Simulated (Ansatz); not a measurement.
Seebeck coefficient (μV/K, mean over directions) of n-type Si (Fd-3m) against carrier density, r2SCAN with spin-orbit coupling, rigid bands (Ansatz, a quantum-chemistry and plane-wave program). Computed gap 0.75 eV; densities at which minority carriers matter at this gap, or further valleys turn the trend, are left out. Conductivity mass 0.28 mₑ (harmonic mean over directions), N_c = 3.0e19 cm⁻³ at 300 K.

```csv
electron density,300 K,500 K
1e18 cm⁻³,[?],-576
3e18 cm⁻³,-410,-482
1e19 cm⁻³,[?],-379
3e19 cm⁻³,-219,-288
1e20 cm⁻³,-132,-194
3e20 cm⁻³,[?],-125
1e21 cm⁻³,-46,-74
```

Q: What belongs in the gaps?

A: 
- 1e18 cm⁻³, 300 K: -504
- 1e19 cm⁻³, 300 K: -308
- 3e20 cm⁻³, 300 K: -77

Rigid bands with a gap fixed in temperature, one relaxation time for all states, no polarons or phonon drag, and whether or not such doping can be reached. Geometry: cell and atoms relaxed with PBEsol.
